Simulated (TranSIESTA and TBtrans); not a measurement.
Junction: Ag chain with one bond stretched by 0.3 Å. Leads: straight Ag chain, spacing 2.65 Å. Geometry: as built, not relaxed. Transport runs along z; the first 4 and the last 4 of the 14 atoms are the lead cells, repeated to infinity.

```xyz
14
Lattice="9.000 0.000 0.000 0.000 9.000 0.000 0.000 0.000 37.400" Properties=species:S:1:pos:R:3 pbc="F F T"
Ag     4.500     4.500     0.000
Ag     4.500     4.500     2.650
Ag     4.500     4.500     5.300
Ag     4.500     4.500     7.950
Ag     4.500     4.500    10.600
Ag     4.500     4.500    13.250
Ag     4.500     4.500    15.900
Ag     4.500     4.500    18.850
Ag     4.500     4.500    21.500
Ag     4.500     4.500    24.150
Ag     4.500     4.500    26.800
Ag     4.500     4.500    29.450
Ag     4.500     4.500    32.100
Ag     4.500     4.500    34.750
```

Run with TranSIESTA and TBtrans (open boundaries, self-consistent; PseudoDojo norm-conserving potentials, scalar-relativistic): PAO.BasisSize DZP, PAO.EnergyShift 0.15 eV, XC.Authors PBE, Mesh.Cutoff 200 Ry, ElectronicTemperature 300 K, TS.Voltage 0.0 eV, TBT.Elecs.Eta 0.001 eV, no spin polarisation.

Energies count from the leads' Fermi level. Transmissions are for one spin of a degenerate pair. The energy step is 0.01 eV; narrower resonances are cut or missed.

```csv
E (eV),T
-0.20,0.975
-0.15,0.977
-0.10,0.978
-0.05,0.979
0.00,0.980
0.05,0.980
0.10,0.981
0.15,0.981
0.20,0.982
```

Q: Give the zero-bias conductance in μS and the resistance at 300 K.

A: At the Fermi level T = 0.980. Averaged with −∂f/∂E over the full grid (kT = 25.9 meV) it is 0.980. With G0 = 2e²/h = 77.48 μS, G = 75.9 μS and R = 1/G = 13.2 kΩ.

Q: The eigenchannels at the Fermi level transmit 0.980. What Fano factor of the shot noise follows at low temperature and bias?

A: F = Σ τ(1 − τ)/Σ τ = 0.0196/0.980 = 0.02.

The straight chain is held at its spacing; free chains may zigzag or dimerise. No spin-polarised start was tried, so a magnetic state, if there is one, is missed.
